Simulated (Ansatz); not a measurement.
SiO2: pressure series

The reference is SiO$_{2}$ in the rutile structure (space group P4_2/mnm, No. 136; a = 4.236 Å, c = 2.690 Å).

Cell and atoms are relaxed at each pressure.

The values are results of PBE, PAW, 420 eV (Ansatz, a program for electronic structure; no spin-orbit coupling), not measurements.

| pressure (GPa) | band gap (eV) |
|---|---|
| -2 | 4.93 |
| -1 | 4.98 |
| 0 | 5.04 |
| 0.9 | 5.09 |
| 2.1 | ? |
| 4.5 | 5.28 |
| 9 | 5.51 |
| 15 | 5.81 |

Problem. Fit E_g = E₀ + αP + βP² to the rows shown and predict the withheld row.

Solution. Least squares on the printed values gives E₀ = 5.04 eV, α = 54.4 meV/GPa, β = -0.20 meV/GPa² (largest residual 0.00 eV); this predicts 5.15 eV, and the run gives 5.15 eV, in agreement.

Load acts through the strain it causes; cell and atoms are relaxed under it. Stability against distortions was not tested. No other phases were tried under pressure.
